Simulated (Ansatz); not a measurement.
Consider GaN in the wurtzite structure (space group P6_3mc, No. 186; a = 3.1826 Å, c = 5.1853 Å).

Now apply this change: a fraction x = 0.25 of the Ga sites is given to Al, ordered in a cell of 8 atoms (starting symmetry Pm) and fully relaxed.

The other end (x = 1) is AlN in the wurtzite structure (space group P6_3mc, No. 186): 10.46 Å³/atom, gap 4.09 eV.

Levels (all Ansatz, a quantum-chemistry and plane-wave program, PAW): PBEsol (420 eV, spin-orbit coupling left out); PBEsol+SOC (420 eV, noncollinear with spin-orbit coupling).

The geometry is relaxed with PBEsol.

* **PBEsol gap character**: direct at Γ
* **PBEsol valence-band top at Γ**: 0.00, -0.03, -0.08 eV
* **PBEsol pressure**: 0.01 GPa
* **PBEsol band gap**: 2.36 eV

With PBEsol+SOC at the same geometry, the gap character (in this cell's own zone, which can be folded) stays direct at Γ; the valence-band top at Γ (three highest Kramers pairs, from the VBM) changes from 0.00, -0.03, -0.08 eV to 0.00, -0.03, -0.09 eV; the pressure stays essentially unchanged (0.01 GPa against -0.01 GPa); the band gap stays 2.36 eV.

Single points use the geometry relaxed with PBEsol. The spin-orbit shifts are approximate. These are small ordered cells, not random alloys; other orderings at the same x differ. Whether these cells are dynamically stable was not tested. Labels are those of the standard path for the cell's own space group.
